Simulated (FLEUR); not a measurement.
## Equation of state of In (space group 139): energy against volume (FLEUR, LDA)

```
In
1.0
   -1.56180     1.56180     2.37874
    1.56180    -1.56180     2.37874
    1.56180     1.56180    -2.37874
In
1
Direct
  0.00000   0.00000   0.00000
```

Level of theory: FLEUR with LDA (Perdew-Zunger), all-electron FLAPW (FLEUR), scalar-relativistic valence. Settings: Kmax = 5.13 1/bohr; GmaxXC = 25.6 1/bohr; xcFunctional = pz; jspins = 1; l_soc = F; mode = hist; fermiSmearingEnergy = 0.00183747 Htr; mesh (inpgen div1-3) = 16 16 16; inpgen gamma flag = true; Gmax = 25.6 1/bohr; numbands = 0; maxIterBroyd = 15; imix = Anderson; alpha = 0.05; precondParam = 0; minDistance = 1e-05 me/bohr^3. The cell above is the first row's. The rows scale it uniformly. In all rows the k mesh is held. E is the free energy at the stated smearing, counted from the lowest row.

```csv
V (Å^3/atom),E (meV/atom)
23.209,13.39
23.714,5.08
24.218,0.77
24.723,0.00
25.227,2.34
25.732,7.43
26.236,14.94
26.741,24.58
27.245,?
```

Fit E of the 8 rows that show it with the third-order Birch-Murnaghan form, a cubic in V^(-2/3). With u = V^(-2/3) - 0.117, the rows have u = 0.005903, 0.004152, 0.002465, 0.000833, -0.000742, -0.002268, -0.003742, -0.005173. Least squares gives E = 0.865 - 1542.7·u + 603403·u² + 2954725·u³. Residuals (row less fit): -0.002, 0.007, -0.003, 0.000, -0.001, -0.003, 0.008, -0.003; standard error 0.006 (degrees of freedom: 4). Its minimum lies at u = 0.001267, so V0 = (0.118267)^(-3/2) = 24.59. There d²E/du² = 1229000 and d³E/du³ = 1.773e7, so B0 = (4/9) × 24.59^(-7/3) × 1229000 × 0.160218 = 49.8 GPa (the last factor turns the table's units into GPa), and B0' = 4 + (2/3) × 0.118267 × (1.773e7)/1229000 = 5.1.

### Question
Predict the withheld E at V = 27.245 from the fit, and compare with the calculation.

### Answer
u = -0.006556, so E = 0.865 - 1542.7 × (-0.006556) + 603403 × (-0.006556)² + 2954725 × (-0.006556)³ = 36.081 meV/atom. The calculation gives 36.08 meV/atom, which the fit meets to the printed digits. The row lies outside the fitted rows, so this is an extrapolation. From the scatter of the fitted rows alone, a prediction at this place has a standard error of 0.014 meV/atom, so the miss is 0.1 times that.

Carrying the step between the two nearest rows on in a straight line would have given 34.20, off by 1.88; series whose last step already gives the withheld value aren't shown. The scan was laid around a cell of about the measured size, scaled by a guess for this functional; axis ratios and inner coordinates come from that cell. Values depend on the basis (sphere radii, cutoffs, local orbitals), which need not be converged. The shape of the cell and the inner coordinates aren't relaxed, so V0 and B0 belong to this uniform scaling; a relaxed crystal lies no higher in energy and is usually softer. Cutoffs and mesh are single choices, not tested for convergence of this quantity. Series with a scatter that would blur these digits, or in which a gap closes, are not shown. Nor are scans whose minimum lies at an end fitted in this form.
